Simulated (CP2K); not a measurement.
Input and output of a self-consistent single point for CuAu₃ (P1, 4 atoms in the cell) (CP2K).

Level of theory: LDA (Pade form), GPW, DZVP-MOLOPT-PBE-GTH basis, GTH-PBE potentials (POTENTIAL_UZH) (CP2K).

```
CuAu3
1.0
    4.01290     0.00000     0.00000
    0.00000     4.01290     0.00000
    0.00000     0.00000     4.01290
Cu Au
1 3
Direct
  0.03001   0.00197   0.99895
  0.47407   0.49798   0.98153
  0.99489   0.51041   0.53102
  0.50104   0.98964   0.48850
```

Reference input (self-consistent single point, DFT PBEsol, GPW, DZVP-MOLOPT-PBE-GTH basis, GTH-PBE potentials (POTENTIAL_UZH)): CUTOFF = 600 Ry; REL_CUTOFF = 40 Ry; SMEAR/METHOD = GAUSSIAN; SIGMA = 0.1 eV; KPOINTS/SCHEME = MONKHORST-PACK 5 5 5; XC_FUNCTIONAL = PBE:PBESOL; Cu/BASIS_SET = DZVP-MOLOPT-PBE-GTH-q11; Cu/POTENTIAL = GTH-PBE-q11; Au/BASIS_SET = DZVP-MOLOPT-PBE-GTH-q19; Au/POTENTIAL = GTH-PBE-q19; METHOD = GPW; EPS_DEFAULT = 1e-11. This run's input differs from it in these lines:

```diff
@@ -43,6 +43,3 @@
     &XC
-      &XC_FUNCTIONAL
-        &PBE
-          PARAMETRIZATION PBESOL
-        &END PBE
+      &XC_FUNCTIONAL PADE
       &END XC_FUNCTIONAL
```

Log, with long lists cut:

```
 SCF WAVEFUNCTION OPTIMIZATION

  Step     Update method      Time    Convergence         Total energy    Change
     1 NoMix/Diag. 0.30E+00      -     1.14678041      -457.6847027529 -4.58E+02
     2 Broy./Diag. 0.30E+00      -     0.16878360      -462.2084366150 -4.52E+00
     3 Broy./Diag. 0.30E+00      -     0.10745211      -458.8019183249  3.41E+00
     4 Broy./Diag. 0.30E+00      -     0.05661896      -457.0920711804  1.71E+00
     5 Broy./Diag. 0.30E+00      -     0.02144741      -456.9650292641  1.27E-01
     6 Broy./Diag. 0.30E+00      -     0.00773761      -456.5734825469  3.92E-01
   [... 6 lines left out ...]
    13 Broy./Diag. 0.30E+00      -     0.00000221      -456.7373272853 -1.07E-04
    14 Broy./Diag. 0.30E+00      -     0.00000599      -456.7373433009 -1.60E-05
    15 Broy./Diag. 0.30E+00      -     0.00000166      -456.7373412163  2.08E-06
    16 Broy./Diag. 0.30E+00      -     0.00000093      -456.7373380671  3.15E-06
  *** SCF run converged in    16 steps ***

  Overlap energy of the core charge distribution:               0.00000000022586
  Self energy of the core charge distribution:               -694.94271981728946
  Core Hamiltonian energy:                                    162.94940408910534
  Hartree energy:                                             120.71999856352211
  Exchange-correlation energy:                                -45.46318707483884
  Smearing free energy correction:                             -0.00083382868555
  Fermi energy:                                                 0.44405749800785

  Total energy:                                              -456.73733806705405
  Total energy (extrapolated to sigma->0):                   -456.73692115271126

   [... lines left out ...]

 STRESS| Analytical stress tensor [bar]
 STRESS|                        x                   y                   z
 STRESS|      x       -4.72474445492E+04  -3.16536007035E+02   1.35839757963E+04
 STRESS|      y       -3.16536007035E+02  -6.73861212584E+04  -4.53175987804E+03
 STRESS|      z        1.35839757963E+04  -4.53175987804E+03  -6.54824052816E+04
 STRESS| 1/3 Trace                                            -6.00386570297E+04
```

The run converged in 16 iterations. Against the reference run the pressure goes from -2.10 to -6.00 GPa and the largest force goes from 1.542 to 1.463 eV/Å.

The starting cell comes from a database of computed structures (which also holds hypothetical and non-ambient phases and stackings), without a prior relaxation at this level. Its atoms were displaced at random from the sites of space group no. 221. Spin polarisation is off. Values carry the incompleteness of an atom-centred basis. The potentials were made for another functional than the one used. With a pressure of about -6 GPa the cell is away from its equilibrium volume at this level. Forces in this geometry exceed 1 eV/Å.

Cost on one core of a shared machine: roughly 4 min.
